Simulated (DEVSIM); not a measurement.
System: illuminated Si n-on-p cell, one wavelength, with a back-surface field, at 250 K.

Layer 1 from the left is Si, thickness (μm) 0.0910, Nd (cm⁻³) 7.6e17, τn (s) 8.7e-6, τp (s) 2.2e-6, absorption coefficient (cm⁻¹) 1400. Layer 2 from the left is Si, thickness (μm) 130, Na (cm⁻³) 1.3e15, τn (s) 1.7e-5, τp (s) 1.7e-5, absorption coefficient (cm⁻¹) 1400. Layer 3 from the left is Si, thickness (μm) 0.120, Na (cm⁻³) 1.3e18, τn (s) 1.7e-5, τp (s) 1.7e-5, absorption coefficient (cm⁻¹) 1400.

Left contact: ohmic, minority hole recombination velocity 6e6 cm/s. Right contact: ohmic, minority electron recombination velocity 100 cm/s. Voltage is applied to the left contact. Recombination: SRH at mid-gap, radiative, Auger. Light enters at the left, 2.9e16 photons cm⁻² s⁻¹, one pass, no reflection. Mobility is μmin + (μ − μmin)/(1 + (N/Nref)^α).

Constants are typed, rounded textbook-type inputs, not results; the design itself was drawn at random and stands for no fabricated device. Values at 300 K; Nc and Nv go as T^1.5, mobilities as T to minus their exponent, the gap by Varshni's rule with the affinity fixed.

Si: gap (eV) 1.124, affinity (eV) 4.05, permittivity 11.7, Nc (cm⁻³) 2.86e19, Nv (cm⁻³) 3.1e19, μn (cm²/Vs) 1417, μp (cm²/Vs) 470, μn,min 52, μp,min 45, Nref,n 9.7e16, Nref,p 2.2e17, αn 0.68, αp 0.72, T exponent of μn 2.3, T exponent of μp 2.2, B (cm³/s) 4.7e-15, Cn (cm⁶/s) 2.8e-31, Cp (cm⁶/s) 9.9e-32, Varshni α (eV/K) 0.000473, Varshni β (K) 636.

Model (solved in DEVSIM): 1D drift-diffusion, Boltzmann statistics, complete ionisation; no tunnelling, impact ionisation, image-force lowering or self-heating.

Q: What does the simulation give for the open-circuit voltage, the dark forward voltage at 1 A/cm²?

A: open-circuit voltage 0.623 V; dark forward voltage at 1 A/cm² 0.772 V.
